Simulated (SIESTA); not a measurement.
## SIESTA run on HfSiO4 (I4_1/amd, 12 atoms in the cell): self-consistent single point

Method: GGA PBE, numerical atomic orbitals TZP, PseudoDojo PBE standard norm-conserving potentials (rewritten from UPF to PSML) (SIESTA).

Input:

```
# files in the folder: Hf.psml Si.psml O.psml (PseudoDojo PBE standard)
SystemName  HfSiO4
SystemLabel siesta

NumberOfAtoms                12
NumberOfSpecies              3
%block ChemicalSpeciesLabel
  1 72 Hf
  2 14 Si
  3 8 O
%endblock ChemicalSpeciesLabel
LatticeConstant              1.0 Ang
%block LatticeVectors
    -3.295377000    3.295377000    2.999244000
     3.295377000   -3.295377000    2.999244000
     3.295377000    3.295377000   -2.999244000
%endblock LatticeVectors
AtomicCoordinatesFormat      ScaledCartesian
%block AtomicCoordinatesAndAtomicSpecies
     0.000000000    0.000000000    0.000000000  1
     0.000000000    3.295377000    1.499622000  1
     3.295377000    0.000000000    1.499622000  2
     0.000000000    0.000000000    2.999244000  2
     3.295377000    2.075362527   -1.084526630  3
     4.515391473   -0.000000000    0.415095370  3
    -0.000000000    1.220014473    1.914717370  3
     2.075362527    0.000000000    0.415095370  3
     3.295377000    1.220014473    2.584148630  3
     1.220014473    0.000000000    4.083770630  3
     3.295377000   -1.220014473    2.584148630  3
     2.075362527    3.295377000    1.084526630  3
%endblock AtomicCoordinatesAndAtomicSpecies

XC.functional                GGA
XC.authors                   PBE
PAO.BasisSize                TZP
PAO.EnergyShift              0.01 Ry
MeshCutoff                   300 Ry
%block kgrid.MonkhorstPack
    5   0   0  0.0
    0   5   0  0.0
    0   0   5  0.0
%endblock kgrid.MonkhorstPack
OccupationFunction           MP
OccupationMPOrder            0
ElectronicTemperature        50.0 meV

MaxSCFIterations             150
SCF.Mixer.Method             Broyden
SCF.Mixer.Weight             0.1
SCF.Mixer.History            6
SCF.DM.Tolerance             1.0E-04
Diag.ParallelOverK           true
WriteForces                  true
Charge.Mulliken              end
```

The program printed (abridged):

```
reinit: Reading from file input.fdf

reinit: System Name: HfSiO4
reinit: System Label: siesta

coor:   Atomic-coordinates input format  =     Cartesian coordinates
coor:                                          (in units of alat)

siesta: Atomic coordinates (Bohr) and species
siesta:      0.00000   0.00000   0.00000  1        1
siesta:      0.00000   6.22736   2.83387  1        2
siesta:      6.22736   0.00000   2.83387  2        3
siesta:      0.00000   0.00000   5.66775  2        4
siesta:      6.22736   3.92187  -2.04946  3        5
siesta:      8.53285  -0.00000   0.78442  3        6
siesta:     -0.00000   2.30549   3.61829  3        7
siesta:      3.92187   0.00000   0.78442  3        8
siesta:      6.22736   2.30549   4.88333  3        9
siesta:      2.30549   0.00000   7.71721  3       10
siesta:      6.22736  -2.30549   4.88333  3       11
siesta:      3.92187   6.22736   2.04946  3       12

siesta: System type = bulk

initatomlists: Number of atoms, orbitals, and projectors:     12   220   204

siesta: ******************** Simulation parameters ****************************
redata: Spin configuration                          = none
redata: Time-Reversal Symmetry                      = T
redata: Number of Atomic Species                    =        3
redata: Mesh Cutoff                                 =   300.0000 Ry
redata: Net charge of the system                    =     0.0000 |e|
redata: Min. number of SCF Iter                     =        0
redata: Max. number of SCF Iter                     =      150
redata: SCF convergence failure will abort job
redata: SCF mix quantity                            = Hamiltonian
redata: Mix DM or H after convergence               =   F
redata: Recompute H after scf cycle                 =   F
redata: Mix DM in first SCF step                    =   T
redata: No kicks to SCF
redata: DM Mixing Weight for Kicks                  =     0.5000
   [... lines left out ...]
diag: Used triangular part                          = Lower
diag: Absolute tolerance                            =  0.100E-15
diag: Orthogonalization factor                      =  0.100E-05
diag: Memory factor                                 =  1.0000

superc: Internal auxiliary supercell:     5 x     5 x     5  =     125
superc: Number of atoms, orbitals, and projectors:   1500  27500  25500

                        Single-point calculation

superc: Internal auxiliary supercell:     5 x     5 x     5  =     125
superc: Number of atoms, orbitals, and projectors:   1500  27500  25500

outcell: Unit cell vectors (Ang):
       -3.295377    3.295377    2.999244
        3.295377   -3.295377    2.999244
        3.295377    3.295377   -2.999244

outcell: Cell vector modules (Ang)   :    5.542065    5.542065    5.542065
outcell: Cell angles (23,13,12) (deg):    107.0301    107.0301    114.4723
outcell: Cell volume (Ang**3)        :    130.2813
new_DM -- step:     1
Initializing Density Matrix...

Attempting to read DM from file... Failed...
DM filled with atomic data:

InitMesh: MESH = 50 x 50 x 54 = 135000
InitMesh: Mesh cutoff (required, used) =   300.000   318.128 Ry

stepf: Methfessel-Paxton step function
       Using Hermite-Gauss polynomials of order  0
        iscf     Eharris(eV)        E_KS(eV)     FreeEng(eV)     dDmax    Ef(eV) dHmax(eV)
   scf:    1    -6877.883539    -6902.102685    -6902.102685  1.611827 -3.165546 10.742580
   scf:    2    -6913.659023    -6908.141758    -6908.141758  0.049845 -3.950665  8.640145
   scf:    3    -6918.488987    -6916.430391    -6916.430391  0.201769 -2.672139  0.928788
   scf:    4    -6916.171863    -6916.404820    -6916.404820  0.030921 -6.264482  1.908867
   scf:    5    -6916.548286    -6916.562032    -6916.562032  0.072039 -3.394341  0.501210
   scf:    6    -6916.582307    -6916.572771    -6916.572771  0.004198 -3.337349  0.329120
   scf:    7    -6916.552793    -6916.575462    -6916.575462  0.016152 -3.131331  0.340916
   scf:    8    -6916.583421    -6916.579663    -6916.579663  0.002550 -3.160281  0.245473
   scf:    9    -6916.585655    -6916.584085    -6916.584085  0.006203 -3.236113  0.002999
   scf:   10    -6916.584088    -6916.584087    -6916.584087  0.000087 -3.236147  0.002364
   scf:   11    -6916.584090    -6916.584088    -6916.584088  0.000149 -3.235639  0.001487
   scf:   12    -6916.584090    -6916.584089    -6916.584089  0.000165 -3.235196  0.000610
   scf:   13    -6916.584090    -6916.584089    -6916.584089  0.000052 -3.235108  0.000483
SCF Convergence by DM+H criterion
max |DM_out - DM_in|         :     0.0000515578
max |H_out - H_in|      (eV) :     0.0004834301
SCF cycle converged after 13 iterations

Using DM_out to compute the final energy and forces

siesta: E_KS(eV) =            -6916.5841

siesta: E_KS - E_eggbox =     -6916.5841

siesta: Atomic forces (eV/Ang):
     1   -0.003383    0.003383    0.000000
     2   -0.000851    0.000851   -0.000000
     3    0.000345   -0.000345   -0.000000
     4    0.000112   -0.000112    0.000000
     5   -0.000659   -0.186094   -0.259023
     6    0.187151    0.000057   -0.259445
     7    0.000752    0.186609   -0.260839
     8   -0.186460    0.000247   -0.259502
     9   -0.000247    0.186460    0.259502
    10    0.186094    0.000659    0.259023
    11   -0.000057   -0.187151    0.259445
    12   -0.186609   -0.000752    0.260839
   Tot   -0.003811    0.003811   -0.000000
   Max    0.260839
   Res    0.150747    sqrt( Sum f_i^2 / 3N )
   Max    0.260839    constrained

Stress tensor Voigt[x,y,z,yz,xz,xy] (kbar):      -29.05      -29.05      -39.67        0.06        0.06        0.06
(Free)E + p*V (eV/cell)    -6913.9339
Target enthalpy (eV/cell)    -6916.5841

siesta: Program's energy decomposition (eV):
siesta: Ebs     =     -1552.055500
siesta: Eions   =      9428.976374
siesta: Ena     =      1336.436618
siesta: Ekin    =      3329.403473
siesta: Enl     =      -404.517129
siesta: Eso     =         0.000000
siesta: Edftu   =         0.000000
siesta: DEna    =        29.528782
siesta: DUscf   =         6.426692
siesta: DUext   =         0.000000
siesta: Ex      =     -1664.821415
siesta: Ec      =      -120.064735
siesta: Exc     =     -1784.886151
siesta: Eharris =     -6916.584090
siesta: Etot    =     -6916.584089
siesta: FreeEng =     -6916.584089

siesta: Atomic forces (eV/Ang):
siesta:      1   -0.003383    0.003383    0.000000
siesta:      2   -0.000851    0.000851   -0.000000
siesta:      3    0.000345   -0.000345   -0.000000
siesta:      4    0.000112   -0.000112    0.000000
siesta:      5   -0.000659   -0.186094   -0.259023
siesta:      6    0.187151    0.000057   -0.259445
   [... lines left out ...]
siesta: Cell volume =        130.281276 Ang**3
siesta:          32.59136458         20.92740797  kBar
   [... lines left out ...]

              0.005
   8  6.191   1.142  -0.202   0.653   1.260   0.961   0.802  -0.350  -0.185
             -0.242   0.717   0.704   0.907   0.004   0.002   0.006   0.009

              0.005
   9  6.191   1.142  -0.202   0.653   0.802   0.961   1.260  -0.242  -0.185
             -0.350   0.907   0.704   0.717   0.004   0.009   0.006   0.002

              0.005
  10  6.191   1.142  -0.202   0.653   1.260   0.961   0.801  -0.350  -0.185
             -0.242   0.717   0.704   0.908   0.004   0.002   0.006   0.009

              0.005
  11  6.191   1.142  -0.202   0.653   0.802   0.961   1.260  -0.242  -0.185
             -0.350   0.908   0.704   0.717   0.004   0.009   0.006   0.002

              0.005
  12  6.191   1.142  -0.202   0.653   1.260   0.961   0.801  -0.350  -0.185
             -0.242   0.717   0.704   0.908   0.004   0.002   0.006   0.009

              0.005

mulliken: Qtot =       80.000

Mulliken Atomic Populations:
Atom #   charge [q] valence [e]  Species
     1     0.909817   11.090183  Hf
     2     0.909617   11.090383  Hf
     3    -0.144180    4.144180  Si
     4    -0.144036    4.144036  Si
     5    -0.191430    6.191430  O
     6    -0.191396    6.191396  O
     7    -0.191358    6.191358  O
     8    -0.191425    6.191425  O
     9    -0.191425    6.191425  O
    10    -0.191430    6.191430  O
    11    -0.191396    6.191396  O
    12    -0.191358    6.191358  O
 Total    -0.000000
```

The run converged in 13 iterations.

The starting cell comes from a database of computed structures (which also holds hypothetical and non-ambient phases and stackings), without a prior relaxation at this level. Its lattice was rescaled by a random factor within 2.5 % of one. Values carry the incompleteness of an atom-centred basis. With a pressure of about 3 GPa the cell is away from its equilibrium volume at this level.

Cost on one core of a shared machine: roughly 80 s.
